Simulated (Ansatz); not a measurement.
The reference is Mo in the bcc (W type) structure (space group Im-3m, No. 229; a = 3.151 Å).

Level of theory: r2SCAN (Ansatz, a first-principles code; PAW; 500 eV plane waves; no spin-orbit coupling).

For the base:

The volume per atom is 15.64 Å³.

Perturbation: Cr takes the place of Mo on all its sites, then cell and atoms are relaxed.

Q: What happens to the volume per atom?

A: The volume per atom drops by 4.312 Å³ (15.64 Å³ → 11.32 Å³).

Stability against distortions was not tested. Starting moments died away, wholly or in part, for Mo → Cr; another magnetic solution may exist. All final runs are without spin polarisation. Real Cr is antiferromagnetic at low temperature and ambient pressure, an order that this cell doesn't hold.
